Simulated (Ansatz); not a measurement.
System: CuI (P-3m1, No. 164, 4 atoms in the cell; start mp-570081; a measured phase of this formula has another space group). Method: r²SCAN+rVV10 in Ansatz (plane waves, PAW).

Run with plane-wave cutoff 560 eV, 12×12×6 k mesh (along the axes of the cell as run), Fermi–Dirac smearing 0.01 eV, no spin polarisation, scalar-relativistic PAW data made under PBE.

Cell (relaxed at this level):

```cif
data_Cu2I2
_chemical_formula_sum 'Cu2 I2'
_space_group_name_H-M_alt 'P 1'
_space_group_IT_number 1
_cell_length_a 4.09476
_cell_length_b 4.09476
_cell_length_c 7.21394
_cell_angle_alpha 90.000
_cell_angle_beta 90.000
_cell_angle_gamma 120.000
loop_
_space_group_symop_operation_xyz
  'x, y, z'
loop_
_atom_site_label
_atom_site_type_symbol
_atom_site_fract_x
_atom_site_fract_y
_atom_site_fract_z
_atom_site_occupancy
Cu1 Cu 0.66667 0.33333 0.59253 1
Cu2 Cu 0.33333 0.66667 0.40747 1
I1 I 0.33333 0.66667 0.76436 1
I2 I 0.66667 0.33333 0.23564 1
```

Task: Predict the band gap.

Result: 
- band gap = 2.09 eV (on the SCF k mesh)

Note: the relaxation could not lower the start's symmetry, so the cell can be a saddle point above a distorted one.

Spin–orbit coupling is not included; with these elements it can move the gap by several tenths of an eV or more.

Static lattice: no zero-point or thermal effects.

A start named mp-… is a Materials Project structure, which need not be a measured phase.

Ansatz is a quantum-chemistry and plane-wave program.
